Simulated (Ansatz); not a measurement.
**Rutile MgH₂**

Method: Hartree–Fock in Ansatz (PAW).

Numerical settings: plane-wave cutoff 460 eV, 6×6×8 k mesh (along the axes of the cell as run), Fermi–Dirac smearing 0.01 eV, scalar-relativistic PAW data made under PBE.

Cell (measured lattice):

```xyz
6
Lattice="4.5010 0.0000 0.0000 0.0000 4.5010 0.0000 0.0000 0.0000 3.0100" Properties=species:S:1:pos:R:3 pbc="T T T"
Mg     0.0000     0.0000     0.0000
Mg     2.2505     2.2505     1.5050
H      1.3773     1.3773     0.0000
H      3.6278     0.8732     1.5050
H      0.8732     3.6278     1.5050
H      3.1237     3.1237     0.0000
```

- band gap: 12.03 eV (indirect)
- smallest direct gap on the k points sampled: 13.06 eV

Note: cell and atoms aren't relaxed at this level (largest force component 0.04 eV/Å, pressure 1.8 GPa).

Computed values are for the static lattice.

Ansatz is a quantum-chemistry and plane-wave program.
